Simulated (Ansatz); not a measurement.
BaScO₂F (P4/mmm, No. 123, 5 atoms in the cell; start mp-1227813), treated with PBEsol (PAW; Ansatz, a quantum-chemistry and plane-wave program).

Run with plane-wave cutoff 520 eV, 8×8×8 k mesh, Fermi–Dirac smearing 0.01 eV, scalar-relativistic PAW data made under PBE.

Cell (relaxed with PBEsol):

```yaml
crystal:
  lattice:
    - [4.14067, 0.00000, 0.00000]
    - [0.00000, 4.14067, 0.00000]
    - [0.00000, 0.00000, 4.12805]
  atoms:
    - { symbol: Ba, position: [0.50000, 0.50000, 0.50000] }
    - { symbol: Sc, position: [0.00000, 0.00000, 0.00000] }
    - { symbol: O, position: [0.50000, 0.00000, 0.00000] }
    - { symbol: O, position: [0.00000, 0.50000, 0.00000] }
    - { symbol: F, position: [0.00000, 0.00000, 0.50000] }
```

Question: What does this level give for the band gap and smallest direct gap on the k points sampled?

Answer: 
- band gap: 3.13 eV
- smallest direct gap on the k points sampled: 3.47 eV

Spin–orbit coupling is not included.

Computed values are for the static lattice.

A start named mp-… is a Materials Project structure, which need not be a measured phase.
